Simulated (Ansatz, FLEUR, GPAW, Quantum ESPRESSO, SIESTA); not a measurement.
# Code comparison for ZnFe3C (Pm-3m, 5 atoms in the cell)

Self-consistent single point.

```yaml
crystal:
  lattice:
    - [3.77289, 0.00000, 0.00000]
    - [0.00000, 3.77289, 0.00000]
    - [0.00000, 0.00000, 3.77289]
  atoms:
    - { symbol: Zn, position: [0.00000, 0.00000, 0.00000] }
    - { symbol: Fe, position: [0.50000, 0.00000, 0.50000], spin: 4.0 }
    - { symbol: Fe, position: [0.00000, 0.50000, 0.50000], spin: 4.0 }
    - { symbol: Fe, position: [0.50000, 0.50000, 0.00000], spin: 4.0 }
    - { symbol: C, position: [0.50000, 0.50000, 0.50000] }
```
(The spins are starting values, not results.)

Shared settings, as Ansatz (a first-principles code) writes them: kpoints.mp_grid.grid = 4 4 4; scf.occupations.method = fermi_dirac; scf.occupations.width = 0.136 eV. Potentials and cutoffs stand in the table.

```json
[
 {"code": "Ansatz", "model": "PBEsol, PAW files made with PBE", "pressure (GPa)": "-8.98", "size of the net moment (μB/atom)": "0.84", "cutoff": "default"},
 {"code": "FLEUR", "model": "PBEsol, all-electron FLAPW (FLEUR), scalar-relativistic valence", "pressure (GPa)": "–", "size of the net moment (μB/atom)": "0.84", "cutoff": "Kmax 4.7 1/bohr"},
 {"code": "GPAW", "model": "PBEsol, GPAW PAW datasets PBEsol (made by gpaw-setup)", "pressure (GPa)": "–", "size of the net moment (μB/atom)": "0.84", "cutoff": "900 eV"},
 {"code": "Quantum ESPRESSO", "model": "PBEsol, GBRV 1.5 ultrasoft (PBESOL) pseudopotentials", "pressure (GPa)": "-8.44", "size of the net moment (μB/atom)": "0.87", "cutoff": "50 Ry"},
 {"code": "SIESTA", "model": "GGA PBEsol, numerical atomic orbitals DZP, PseudoDojo PBEsol standard norm-conserving potentials (rewritten from UPF to PSML)", "pressure (GPa)": "-8.94", "size of the net moment (μB/atom)": "0.87", "cutoff": "grid 300 Ry"}
]
```

A dash marks a value that a program does not give, or that is left out as unsure.

On Ansatz's run: the magnetic order is the one reached from the typed start; others were not searched systematically.

The spread over the programs that give each value: pressure within 0.54 GPa; size of the net moment within 0.03 μB/atom.

SIESTA uses small atom-centred bases, whose incompleteness enters pressures, forces and empty levels differently from a plane-wave cutoff. FLEUR treats all electrons, but the usual bases taken here (sphere radii, linearisation, local orbitals, empty states) were not tested for convergence, so the values are no reference for the others. Ansatz's pressure is given at a fixed set of plane waves, as the other plane-wave codes print theirs; with its correction for the finite basis it is -8.80 GPa. The pressure of GPAW is left out: its cutoff lies under the one at which its stress was checked.

On the base mesh (7 7 7) the same programs gave: Ansatz pressure -9.07 GPa; Quantum ESPRESSO pressure -8.68 GPa; SIESTA pressure -9.13 GPa.

The starting cell comes from a database of computed structures (which also holds hypothetical and non-ambient phases and stackings), without a prior relaxation at this level.

Left out of this page: ABINIT (with a known weakness of the program).

Keys are those of Ansatz 0.2.
